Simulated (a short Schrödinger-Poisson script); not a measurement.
Structure: MOS inversion layer, SiO2 on p-type Si(100), at 300 K.

From the gate side: 1.4 nm SiO2; 210 nm Si, acceptors 4.1e18 cm⁻³.

The device is made up for the run: typed textbook-type constants, with dimensions and the other settings drawn at random. SiO2: permittivity 3.9, conduction-band edge (eV) 3.15, gap (eV) 9, electron mass (mₑ) 0.5. Si: permittivity 11.7, conduction-band edge (eV) 0, gap (eV) 1.124, Nv at 300 K (cm⁻³) 3.1e19.

Channel valleys (confinement mass, in-plane density-of-states mass, number): Δ2 0.916, 0.19, 2; Δ4 0.19, 0.417, 4. At the gate the conduction-band edge of layer 1 lies 3.38 eV − eVg above the Fermi level of the channel; the field vanishes at the back. Gaps are held at their typed values at every temperature. Mesh 0.03 nm at interfaces.

From a short Schrödinger-Poisson script (our own, NumPy): 1D Poisson equation in equilibrium, electrons quantum, Hartree (BenDaniel-Duke, 12 states a valley, the channel's in-plane mass for all, wave functions free to enter the dielectric), parabolic valleys, classical holes, full ionisation, no traps, pinning or gate leakage.

| Vg (V) | electrons (cm⁻²) | C (μF/cm²) | Δ2 E0 (meV from the Fermi level) | Δ4 E0 (meV from the Fermi level) |
|---|---|---|---|---|
| 0.7 | 3.19e9 | 0.477 | 188.4 | 279.2 |
| 0.75 | 1.36e10 | 0.507 | 150.7 | 242.6 |
| 0.8 | 5.47e10 | 0.632 | 114.5 | 207.6 |
| 0.85 | 1.81e11 | 0.919 | 83.2 | 177.3 |
| 0.9 | 4.39e11 | 1.25 | 59.5 | 154.6 |
| 0.95 | 8.14e11 | 1.49 | 42.4 | 138.6 |
| 1 | 1.26e12 | 1.63 | 29.8 | 126.9 |
| 1.05 | 1.76e12 | 1.73 | 19.8 | 117.8 |
| 1.1 | 2.29e12 | 1.79 | 11.5 | 110.5 |
| 1.15 | 2.84e12 | 1.83 | 4.4 | 104.3 |
| 1.2 | 3.40e12 | 1.87 | -2.0 | 98.9 |
| 1.25 | 3.98e12 | 1.89 | -7.7 | 94.1 |
| 1.3 | 4.56e12 | 1.91 | -12.9 | 89.8 |
| 1.35 | 5.16e12 | 1.93 | -17.8 | 85.8 |
| 1.4 | 5.76e12 | 1.95 | -22.4 | 82.1 |
| 1.45 | 6.36e12 | 1.96 | -26.7 | 78.6 |
| 1.5 | 6.97e12 | 1.97 | -30.9 | 75.4 |

Gate voltages with under 1e9 electrons/cm² are left out.

Problem. At Vg = 1.5 V the lowest Δ2 subband lies at -30.9 meV from the Fermi level. How many electrons does it hold, and what share of all?

Solution. The two-dimensional density of states is g m/(πħ²) = 1.59e11 cm⁻² meV⁻¹ (both spins), kT = 25.9 meV, so n = D kT ln(1 + exp(−E/kT)) = 5.99e12 cm⁻², 0.86 of the 6.97e12 cm⁻² in all.

Problem. Compare the slope of the sheet density between 1.4 and 1.5 V with the geometric capacitance of the layers between gate and channel.

Solution. q Δn/ΔV = 1.94 μF/cm²; ε0/Σ(t/ε) = 2.47 μF/cm². The ratio is 0.79: the channel acts as a further capacitance in series.
